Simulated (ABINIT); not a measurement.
Band structure of Y (P6_3/mmc, 2 atoms in the cell).

```
CELL_PARAMETERS angstrom
      1.82500    -3.16099     0.00000
      1.82500     3.16099     0.00000
      0.00000     0.00000     5.73000
ATOMIC_POSITIONS crystal
  Y  0.33333 0.66667 0.25000
  Y  0.66667 0.33333 0.75000
```

Level of theory: PBE, PAW (JTH v2.0 PBE PAW) (plane waves; ABINIT).

Settings: pseudos = [Y.GGA_PBE-JTH.xml]; ecut = 544 eV; pawecutdg = 1088 eV; occopt = 3; tsmear = 0.00367493 Ha; ngkpt = 10 10 6; nshiftk = 1; shiftk = 0 0 0; potentials = JTH v2.0 PBE PAW; kptopt = 1; nstep = 80; tolvrs1 = 1e-10; ndtset = 2.

The starting cell has typed, rounded lattice constants, without a prior relaxation at this level.

These are the values that this program gave, and no reference: the one-centre exchange-correlation terms come from a truncated expansion.

Levels in eV from the Fermi level, bands 7 to 14:
```
point       7       8      9     10     11     12    13    14
-----  ------  ------  -----  -----  -----  -----  ----  ----
Γ      -22.40  -22.37  -4.64  -1.83   0.85   1.75  1.75  2.04
M      -22.52  -22.46  -1.65  -1.16  -0.80  -0.11  1.38  1.48
K      -22.61  -22.60  -0.68  -0.66  -0.66  -0.45  1.07  1.07
A      -22.44  -22.44  -3.22  -3.22   0.95   0.95  1.67  1.67
L      -22.52  -22.52  -1.63  -1.63   0.07   0.07  1.36  1.36
H      -22.47  -22.47  -0.38  -0.38  -0.36  -0.36  0.40  0.40
```

Bands cross the Fermi level along this path, so the cell is metallic at this level.
